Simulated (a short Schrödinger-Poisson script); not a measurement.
Structure: MOS inversion layer, SiO2 on p-type Ge(111), at 300 K.

```tsv
layer	material	thickness (nm)	Na (cm⁻³)
1	SiO2	2.4	-
2	Ge	610	4.6e17
```

The device is made up for the run: typed textbook-type constants, with dimensions and the other settings drawn at random. SiO2: permittivity 3.9, conduction-band edge (eV) 3.1, gap (eV) 9, electron mass (mₑ) 0.5. Ge: permittivity 16, conduction-band edge (eV) 0, gap (eV) 0.664, Nv at 300 K (cm⁻³) 6e18.

Channel valleys (confinement mass, in-plane density-of-states mass, number): L1 1.59, 0.08, 1; L3 0.09, 0.34, 3. At the gate the conduction-band edge of layer 1 lies 3.18 eV − eVg above the Fermi level of the channel; the field vanishes at the back. Gaps are held at their typed values at every temperature. Mesh 0.03 nm at interfaces.

Solved with a short Schrödinger-Poisson script written for these runs: 1D Poisson equation in equilibrium, electrons classical, Fermi-Dirac, parabolic valleys, classical holes, full ionisation, no traps, pinning or gate leakage.

The same stack at other levels of the model or other numerical settings:

```
run                                        sheet density of all electrons at Vg = 1.8 V (cm⁻²)  sheet density of all electrons at Vg = 0.6 V (cm⁻²)  capacitance at Vg = 1.8 V (μF/cm²)  centroid of the channel electrons at Vg = 1.8 V (nm)  rough cost against the base
-----------------------------------------  ---------------------------------------------------  ---------------------------------------------------  ----------------------------------  ----------------------------------------------------  ---------------------------
base                                                                                   1.16e13                                              2.13e12                                1.30                                                  0.94                      about 1
electrons treated as classical, Boltzmann                                              1.23e13                                              2.23e12                          (withheld)                                                  0.52                          0.2
electrons treated as quantum, Hartree                                               (withheld)                                              1.56e12                                1.22                                            (withheld)                            5
mesh six times as coarse                                                               1.15e13                                              2.10e12                                1.29                                                  1.01                          0.3
```

Complete the blanks.


- electrons treated as classical, Boltzmann, capacitance at Vg = 1.8 V (μF/cm²): 1.39
- electrons treated as quantum, Hartree, centroid of the channel electrons at Vg = 1.8 V (nm): 1.99
- electrons treated as quantum, Hartree, sheet density of all electrons at Vg = 1.8 V (cm⁻²): 1.03e13

The classical rows ignore confinement, and Boltzmann statistics overrate the density once the band edge passes the Fermi level.

Only the L valleys are kept; under strong confinement the Δ valleys of Ge fill too.
